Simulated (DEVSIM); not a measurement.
System: Co/SiO2/p-Si capacitor, at 300 K.

Layer 1 from the left is SiO2, thickness (nm) 10.0. Layer 2 from the left is Si, thickness (nm) 3900, Na (cm⁻³) 4.4e15.

Metal gate on the left, work function 5 eV. Fixed charge at the semiconductor interface -2.1e10 cm⁻² (in units of +e); no interface traps.

This is a model device: material constants are rounded textbook-type values typed into the input, and sizes, dopings and lifetimes were drawn at random. Values at 300 K.

SiO2: gap (eV) 9, affinity (eV) 0.9, permittivity 3.9. Si: gap (eV) 1.124, affinity (eV) 4.05, permittivity 11.7, Nc (cm⁻³) 2.86e19, Nv (cm⁻³) 3.1e19.

Simulated with DEVSIM: 1D Poisson equation in equilibrium, Boltzmann statistics, complete ionisation; no quantum confinement or tunnelling. Metal contacts follow the ideal Schottky-Mott rule: no Fermi-level pinning, no interface dipoles.

Q: What does the simulation give for the threshold voltage (band bending 2φF), the flat-band voltage, the minimum of the low-frequency capacitance?

A: threshold voltage (band bending 2φF) 0.82 V; flat-band voltage 0.06 V; minimum of the low-frequency capacitance 0.0247 μF/cm².
